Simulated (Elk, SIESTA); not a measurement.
An Elk input for a self-consistent single point of CaCd₂ (Imma, 6 atoms in the cell) (DFT, PBEsol, all-electron FP-LAPW, Elk's shipped species files, APW+lo basis with extra local orbitals):

```
tasks
  0

xctype
  22

tforce
  .true.

rgkmax
  8.0

gmaxvr
  18.0

lmaxapw
  10

lmaxo
  8

nxlo
  2

lorbcnd
  .true.

lradstp
  2

nrmtscf
  2.0

rmtscf
  0.98

lmaxi
  4

swidth
  0.00367493

maxscl
  100

avec
   -4.6656109695    7.1598699300    7.9328246068
    4.6656109695   -7.1598699300    7.9328246068
    4.6656109695    7.1598699300   -7.9328246068

sppath
  'species/'

atoms
  2
  'Ca.in'
  2
  0.7914500000  0.5414500000  0.2500000000    0.0 0.0 0.0
  0.2085500000  0.4585500000  0.7500000000    0.0 0.0 0.0
  'Cd.in'
  4
  0.6166700000  0.1645500000  0.4521200000    0.0 0.0 0.0
  0.3833300000  0.8354500000  0.5478800000    0.0 0.0 0.0
  0.2124300000  0.1645500000  0.0478800000    0.0 0.0 0.0
  0.7875700000  0.8354500000  0.9521200000    0.0 0.0 0.0

ngridk
  4 4 4
```

Q: Write the same calculation as an input for SIESTA.

A: One input that does it (others would too):

```
# files in the folder: Ca.psml Cd.psml (PseudoDojo PBEsol standard)
SystemName  CaCd2
SystemLabel CaCd2

NumberOfAtoms                6
NumberOfSpecies              2
%block ChemicalSpeciesLabel
  1 20 Ca
  2 48 Cd
%endblock ChemicalSpeciesLabel
LatticeConstant              1.0 Ang
%block LatticeVectors
    -2.468935000    3.788840000    4.197870000
     2.468935000   -3.788840000    4.197870000
     2.468935000    3.788840000   -4.197870000
%endblock LatticeVectors
AtomicCoordinatesFormat      Ang
%block AtomicCoordinatesAndAtomicSpecies
     0.000000000    1.894420000    4.545873423  1
     2.468935000    1.894420000   -0.348003423  1
    -0.000000000    3.426020682    1.381519017  2
     2.468935000    0.362819318    2.816350983  2
    -0.000000000    0.362819318    1.381519017  2
     2.468935000    3.426020682    2.816350983  2
%endblock AtomicCoordinatesAndAtomicSpecies

XC.functional                GGA
XC.authors                   PBEsol
PAO.BasisSize                DZP
PAO.EnergyShift              0.01 Ry
MeshCutoff                   300 Ry
%block kgrid.MonkhorstPack
    4   0   0  0.0
    0   4   0  0.0
    0   0   4  0.0
%endblock kgrid.MonkhorstPack
OccupationFunction           FD
ElectronicTemperature        0.1 eV

MaxSCFIterations             150
SCF.Mixer.Method             Broyden
SCF.Mixer.Weight             0.25
SCF.Mixer.History            8
SCF.DM.Tolerance             1.0E-04
Diag.ParallelOverK           true
WriteForces                  true
```

Basis, cutoffs, solver keys and any potentials are the target program's own. This input uses DFT, GGA PBEsol, numerical atomic orbitals DZP, PseudoDojo PBEsol standard norm-conserving potentials (rewritten from UPF to PSML).

The starting cell comes from a database of computed structures (which also holds hypothetical and non-ambient phases and stackings), without a prior relaxation at this level.
